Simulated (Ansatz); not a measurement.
The starting structures come from a database of crystals and need not be the phases stable at ambient conditions.

Tunnelling through a barrier is set by its complex band structure: the current falls as exp(−2κd) with the smallest κ.

Input:

```
K2ZnTe2
1.0
    6.95080     0.00000     0.00000
    0.00000     7.28704     0.00000
    3.47540     3.64352     7.04663
K Zn Te
4 2 4
Cartesian
  3.47540   5.94987   5.06610
  6.95080   4.98069   1.98053
  3.47540   2.30635   1.98053
  6.95080   8.62421   5.06610
  1.73770   7.28704   0.00000
  5.21310   0.00000   0.00000
  3.47540   5.87365   1.50671
  6.95080   5.05691   5.53992
  3.47540   9.51717   5.53992
  6.95080   1.41339   1.50671
```

Space group of this cell: Ibam. The cell is taken as given; by PBEsol its mean pressure is -0.7 GPa.

Transport runs along the normal of the first two printed cell vectors.

The gap is the functional's own. No spin-orbit coupling. Mid-gap values are interpolated on the energy grid.

Question: Give the band gap and the smallest decay constant κ at mid-gap that Ansatz (a quantum-chemistry and plane-wave program) with PBEsol yields.

Answer: Gap 2.03 eV on a 6×6×6 mesh; κ = 0.171 1/Å, at the zone centre.
